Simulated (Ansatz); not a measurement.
Checking a run of Ansatz (a program for electronic structure) on Hf₂Cu (I4/mmm, 3 atoms in the cell). The aim is a self-consistent single point with DFT, r2SCAN, plane waves, default PAW files made with PBE.

Cell that was meant: a = 6.0009 Å, b = 6.0009 Å, c = 6.0009 Å, α = 149.37°, β = 149.37°, γ = 43.86°.

Part of the input:

```yaml
# Hf2Cu
crystal:
  lattice:
    - [-0.83861400, 0.83861400, 2.94574400]
    - [0.83861400, -0.83861400, 2.94574400]
    - [0.83861400, 0.83861400, -2.94574400]
  atoms:
    - { symbol: Hf, position: [0.34000000, 0.34000000, 0.00000000] }
    - { symbol: Hf, position: [0.66000000, 0.66000000, 0.00000000] }
```

The program printed (abridged):

```
WARN basis.ecutwfc = 500 eV, the default
WARN ansatz: RAYON_NUM_THREADS=1 ignored (pool sized by the plan → 1); use --threads N
   [... lines left out ...]
PAW frozen core: Cu, regenerated for the run's functional
Initial density: superposition of atomic densities (neutral atoms: chi_scale 0, normalization atom), corrected by the library's trained network
Initial wavefunctions: pseudopotential atomic-orbital guess
Eigensolver: davidson
Functional: x = r2scan, c = r2scan; τ floored in thin density (d = 2e-4 eV/Å³)
SCF iter   1: F=—  HF=-38437.075484 eV  |F-HF|=—  |Δ(HF+E_count)|=         —  Δρ=6.51e0  dr2=3.67e3  dr2_τ=3.02e2  ethr=1.77e-3  ⟨swp⟩=41.6  Hψ=127531  notcnv=0  defer=134
all-band conjugate gradients solve this SCF's bands
preconditioner: auto → LDOS
SCF iter   2: F=—  HF=-38703.754336 eV  |F-HF|=—  |Δ(HF+E_count)|=    2.67e2  S|Δr|=    0.00e0  Δρ=5.85e0  dr2=3.66e3  dr2_τ=5.80e2  ethr=1.77e-3  ⟨swp⟩=33.6  Hψ=164601  notcnv=0  defer=1067
   [... lines left out ...]
SCF iter  11: F=—  HF=-37741.159155 eV  |F-HF|=—  |Δ(HF+E_count)|=   4.66e-6  S|Δr|=    0.00e0  Δρ=1.82e-4  dr2=3.03e-6  dr2_τ=4.97e-7  ethr=5.37e-8  ⟨swp⟩=5.5  Hψ=25102  notcnv=0  defer=329
SCF iter  12: F=—  HF=-37741.159157 eV  |F-HF|=—  |Δ(HF+E_count)|=   1.55e-6  S|Δr|=    0.00e0  Δρ=8.57e-5  dr2=2.17e-7  dr2_τ=1.34e-7  ethr=4.27e-9  ⟨swp⟩=4.6  Hψ=21025  notcnv=0  defer=326
SCF iter  13: F=-37741.159157 eV  HF=-37741.159157 eV  |F-HF|=5.93e-8  |Δ(HF+E_count)|=   1.82e-8  S|Δr|=    0.00e0  Δρ=2.36e-5  dr2=3.07e-8  dr2_τ=1.54e-9  ethr=1.41e-10  ⟨swp⟩=43.8  Hψ=118469  notcnv=0
SCF 1 converged in 13 iterations: F = -37741.159157 eV  dr2 = 3.07e-8
Stability not checked (fill_not_monotonic)
Free energy (F): -37741.159157 eV
Internal energy: -37741.160238 eV  (E = F + TS)
E sigma→0 (E₀):  -37741.159517 eV
Entropy (-TS):   0.001081 eV (0.360 meV/atom)
Fermi energy:    135.772699 eV
--- Forces (eV/Å), atoms counted from 1 ---
  atom   1  Hf     0.00000000    -0.00000000   110.63500820
  atom   2  Hf     0.00000000     0.00000000  -110.63500820
  atom   3  Cu    -0.00000000     0.00000000     0.00000000
--- Stress (GPa, compression-positive) ---
    15714.271906      -0.000000       0.000000
       -0.000000   15714.271906      -0.000000
       -0.000000      -0.000000   15654.444348
  P = ⅓ Tr σ = 15694.3294 GPa (156943.294 kbar)
  The stress holds the Pulay correction. Without it, at fixed plane waves, as pw.x and ABINIT print it: P = 15619.2229 GPa
```

Question: Is anything amiss in this input, and did it matter?

Answer: The run is not sound. The fault is this: lattice multiplied by the bohr radius once too often. Bohr and ångström differ by a factor of 1.89; the cell that the program reads is then far too large or far too small. To fix it, give the lengths in the unit that the key or card expects. The run converged in 13 iterations without an error; against the sound input the free energy rises by 119 eV/atom, the pressure goes from -0.05 to 15690 GPa and the largest force goes from 0.783 to 110.6 eV/Å.

The sound input it was made from differs as follows (other fixes are possible):
```diff
-    - [-0.83861400, 0.83861400, 2.94574400]
-    - [0.83861400, -0.83861400, 2.94574400]
-    - [0.83861400, 0.83861400, -2.94574400]
+    - [-1.58475000, 1.58475000, 5.56665000]
+    - [1.58475000, -1.58475000, 5.56665000]
+    - [1.58475000, 1.58475000, -5.56665000]
```

With that input, the run converged in 10 iterations: free energy E − TS (on the zero of these files) -38097.7873 eV; Fermi level (on the code's own zero) 19.33 eV; pressure -0.05 GPa; largest force (vector length) 0.783 eV/Å (DFT, r2SCAN, plane waves, default PAW files made with PBE).

On the sound input: the starting cell comes from a database of published, mostly measured structures (it also holds non-ambient and calculated ones), without a prior relaxation at this level. Spin-orbit coupling is off. Spin polarisation is off. Ansatz's pressure includes its estimate of the finite-basis (Pulay) stress.

Keys are those of Ansatz 0.2.
